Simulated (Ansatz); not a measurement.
PtIn₂ (Fm-3m, No. 225, 3 atoms in the cell; start mp-22682) was calculated with LDA (Ansatz, an electronic-structure program, plane waves, PAW).

Settings: plane-wave cutoff 520 eV, 16×16×16 k mesh, Fermi–Dirac smearing 0.05 eV, scalar-relativistic PAW data made under PBE.

Cell (relaxed at this level):

```cif
data_In8Pt4
_chemical_formula_sum 'In8 Pt4'
_space_group_name_H-M_alt 'Fm-3m'
_space_group_IT_number 225
_space_group_name_Hall '-F 4 2 3'
_cell_length_a 6.31312
_cell_length_b 6.31312
_cell_length_c 6.31312
_cell_angle_alpha 90.000
_cell_angle_beta 90.000
_cell_angle_gamma 90.000
loop_
_atom_site_label
_atom_site_type_symbol
_atom_site_symmetry_multiplicity
_atom_site_Wyckoff_symbol
_atom_site_fract_x
_atom_site_fract_y
_atom_site_fract_z
_atom_site_occupancy
In1 In 8 c 0.25000 0.25000 0.25000 1
Pt1 Pt 4 a 0.00000 0.00000 0.00000 1
```
(The calculation used a cell of 3 atoms; values per cell refer to that cell.)

Problem. What does this level give for the bulk modulus?

Solution. 
bulk modulus: 118 GPa

The run finds no gap.

Note: the bulk modulus is −V dP/dV from two relaxed cells at ±2 % in volume; the relaxation could not lower the start's symmetry, so the cell can be a saddle point above a distorted one.

Spin–orbit coupling is not included.

The computed numbers hold no vibrational or temperature effects.

A start named mp-… is a Materials Project structure, which need not be a measured phase.
